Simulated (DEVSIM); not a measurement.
System: Ti/SiO2/n-Si capacitor, at 250 K.

| layer (left to right) | material | thickness (nm) | Nd (cm⁻³) |
|---|---|---|---|
| 1 | SiO2 | 26.0 | - |
| 2 | Si | 1500 | 1.4e17 |

Metal gate on the left, work function 4.33 eV. Fixed charge at the semiconductor interface 2.5e11 cm⁻² (in units of +e); no interface traps.

The device is made up for the run: typed textbook-type constants, with dimensions and the other settings drawn at random. Values at 300 K; Nc and Nv go as T^1.5, mobilities as T to minus their exponent, the gap by Varshni's rule with the affinity fixed.

```tsv
parameter	SiO2	Si
gap (eV)	9	1.124
affinity (eV)	0.9	4.05
permittivity	3.9	11.7
Nc (cm⁻³)	-	2.86e19
Nv (cm⁻³)	-	3.1e19
Varshni α (eV/K)	-	0.000473
Varshni β (K)	-	636
```

Model (solved in DEVSIM): 1D Poisson equation in equilibrium, Boltzmann statistics, complete ionisation; no quantum confinement or tunnelling. Metal contacts follow the ideal Schottky-Mott rule: no Fermi-level pinning, no interface dipoles.

### Question
Tabulate band edges, carrier densities and field at -2.5 V on the gate.

### Answer
Energies count from the Fermi level of the right contact; mesh points crowd at the junctions.

```tsv
x (μm)	Ec (eV)	Ev (eV)	n (cm⁻³)	p (cm⁻³)	field (V/cm)
0.000	5.930	-3.070	< 1e2	< 1e2	-690000
0.001400	5.833	-3.167	< 1e2	< 1e2	-690000
0.004162	5.642	-3.358	< 1e2	< 1e2	-690000
0.01012	5.229	-3.771	< 1e2	< 1e2	-690000
0.02025	4.528	-4.472	< 1e2	< 1e2	-690000
0.02392	4.274	-4.726	< 1e2	< 1e2	-690000
0.02563	4.155	-4.845	< 1e2	< 1e2	-690000
0.02737	0.954	-0.182	< 1e2	5.0e15	-190000
0.03035	0.899	-0.238	< 1e2	3.8e14	-180000
0.03726	0.778	-0.358	4600	1.4e12	-170000
0.05189	0.556	-0.580	1.4e8	4.7e7	-140000
0.1048	0.139	-0.997	3.4e16	< 1e2	-25000
0.1989	0.109	-1.027	1.4e17	< 1e2	≈ 0
0.4171	0.109	-1.027	1.4e17	< 1e2	≈ 0
1.010	0.109	-1.027	1.4e17	< 1e2	≈ 0
1.297	0.109	-1.027	1.4e17	< 1e2	≈ 0
1.422	0.109	-1.027	1.4e17	< 1e2	≈ 0
1.480	0.109	-1.027	1.4e17	< 1e2	≈ 0
1.511	0.109	-1.027	1.4e17	< 1e2	≈ 0
1.520	0.109	-1.027	1.4e17	< 1e2	≈ 0
1.524	0.109	-1.027	1.4e17	< 1e2	≈ 0
1.526	0.109	-1.027	1.4e17	< 1e2	≈ 0
```
